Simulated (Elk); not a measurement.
A self-consistent single point of Mo (Im-3m, 1 atom in the cell) with Elk.

Computed with Elk with LDA (PW92), all-electron FP-LAPW, Elk's shipped species files, APW+lo basis with extra local orbitals.

```
CELL_PARAMETERS angstrom
     -1.55784     1.55784     1.55784
      1.55784    -1.55784     1.55784
      1.55784     1.55784    -1.55784
ATOMIC_POSITIONS crystal
  Mo 0.00000 0.00000 0.00000
```

Reference input (self-consistent single point, DFT, PBE, all-electron FP-LAPW, Elk's shipped species files, APW+lo basis with extra local orbitals): xctype = 20; rgkmax = 7.5; stype = 0; swidth = 0.00183747 Ha; ngridk = 10 10 10; gmaxvr = 16 1/bohr; nxlo = 2; lorbcnd = true; rmtscf = 0.92; lmaxi = 2. This run's input differs from it in these lines:

```diff
@@ -4,3 +4,3 @@
 xctype
-  20
+  3
```

The program printed (abridged):

```
│ Self-consistent loop started │
│ Loop number : 1 │
 total energy                :     -4044.47676858
│ Loop number : 2 │
 total energy                :     -4044.57890899
RMS change in Kohn-Sham potential (target) :   0.9922798303E-01 (  0.1000000000E-05)
Absolute change in total energy (target)   :   0.1021404039     (  0.1000000000E-03)
│ Loop number : 3 │
 total energy                :     -4044.95045570
RMS change in Kohn-Sham potential (target) :   0.8652531650E-01 (  0.1000000000E-05)
Absolute change in total energy (target)   :   0.3970818089     (  0.1000000000E-03)
│ Loop number : 4 │
   [... lines left out ...]
Absolute change in total energy (target)   :   0.4730841338E-03 (  0.1000000000E-03)
│ Loop number : 13 │
 total energy                :     -4045.43384997
RMS change in Kohn-Sham potential (target) :   0.3937716191E-06 (  0.1000000000E-05)
Absolute change in total energy (target)   :   0.1269787613E-03 (  0.1000000000E-03)
│ Loop number : 14 │
 total energy                :     -4045.43385863
RMS change in Kohn-Sham potential (target) :   0.1757416227E-07 (  0.1000000000E-05)
Absolute change in total energy (target)   :   0.4040684598E-04 (  0.1000000000E-03)
Convergence targets achieved

│ Loop number : 15 │

Energies :
 Fermi                       :     0.523506735934
 total energy                :     -4045.43385900

Density of states at Fermi energy :    27.34964965
 (states/Hartree/unit cell)

Estimated indirect band gap :   0.1605640316E-02
 from k-point     34 to k-point     38
Estimated direct band gap   :   0.3631044641E-01
 at k-point      7

Charges :
 core                        :    28.00000000
 valence                     :    14.00000000
 interstitial                :    1.989736028
 muffin-tins (core leakage)
  species :    1 (Mo)
   atom    1                 :    40.01026397     (  0.1637921962E-05)
 total in muffin-tins        :    40.01026397
 total calculated charge     :    42.00446454
 total charge                :    42.00000000
 error                       :   0.4464540704E-02

│ Self-consistent loop stopped │
```

The run converged in 15 iterations. The count includes the last loop, which Elk runs after its targets are met. 

The starting cell comes from a database of computed structures (which also holds hypothetical and non-ambient phases and stackings), without a prior relaxation at this level. Its lattice was rescaled by a random factor within 2.5 % of one. Spin polarisation is off. Values depend on the basis (sphere radii, cutoffs, local orbitals), which need not be converged. The log's line on a gap gives a spacing of levels on this mesh, which the program prints for metals too.
